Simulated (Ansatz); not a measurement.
Be₂Re (P6_3/mmc), PBEsol, DFPT electron-phonon coupling, linearised Boltzmann equation run with Ansatz (a quantum-chemistry and plane-wave program). Phonon-limited resistivity 11.9 μΩ·cm at 300 K along z (a = (4.34, 0.00, 0.00) Å; b = (-2.17, 3.76, 0.00) Å; c = (0.00, 0.00, 7.08) Å), 16.7 μΩ·cm at 400 K, current-weighted mean free path 6.9 nm, Drude plasma energy 6.41 eV.

What is the classical skin depth at 100 GHz (nonmagnetic, μ₀ = 1.257×10⁻⁶ H/m)?

δ = √(ρ/(π f μ₀)) = 549 nm.

What Drude relaxation time do resistivity and plasma energy imply?

ω_p = 9.74e15 s⁻¹, so τ = 1/(ε₀ ω_p² ρ) = 10.0 fs, a damping ħ/τ of 65.8 meV.

Estimate the resistivity of a 40 nm square wire with diffuse walls from ρ ≈ ρ₀(1 + 3ℓ/4d).

1 + 0.75 × 6.9/40 = 1.13, so ρ ≈ 13.4 μΩ·cm and a line 1 μm long has 84.0 Ω. The formula is the free-electron limit for d well above ℓ; grain boundaries add to it.

A metal at this level (no band gap). Only scattering by harmonic phonons is included (no impurities, grain boundaries, electron-electron scattering or thermal expansion). Spin-orbit coupling is left out, which matters with elements this heavy. The run warned that the eigensolver left some states short of its tolerance. Halving the electron mesh (24x24x12) moves the resistivity by up to 3 % at 300 K, the mean free path by up to 7 %. Smearing 0.20 eV; phonons on a 4x4x2 q mesh, which this run doesn't test.

Computed structure with no diffraction record at hand here (it may be known, metastable or hypothetical): Be2Re (P6_3/mmc).
